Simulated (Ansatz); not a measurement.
Cost and result by functional for the surface energy of the (311) surface of alpha tin in its 1x1 cell, outermost plane spacing 0.50 Å in the ideal cut (one of several cuts of this face), in Ansatz (plane waves, PAW). Single points on the PBE structure, on one kind of machine; costs are rough ratios of the slab run's core time (references not counted) to the cheapest single point. r2SCAN's cost holds its higher cutoff (500 against 420 eV). Differences are taken against r2SCAN for comparison alone: no measured value is at hand, so the table doesn't rank accuracy.

Slab: 12 atoms, 10.5 Å thick at the start; k 8x5x1, smearing 0.1 eV, dipole-corrected; all atoms relaxed; held to the part of the start's symmetry that mesh and held atoms allow; no spin, no spin-orbit, no U. These notes are the PBE run's.

```csv
functional,relative cost,surface energy (J/m²),less r2SCAN (J/m²)
PBEsol,1,0.77,-0.06
LDA,1,0.84,0.01
RPBE,1,0.58,-0.25
r2SCAN,2,0.83,0.00
PBE (the relaxed run's value),–,0.67,-0.16
```

The values span 0.26 J/m², while the single points' costs differ by a factor of roughly 2. Differences are of unrounded values.

Ansatz is a first-principles code.
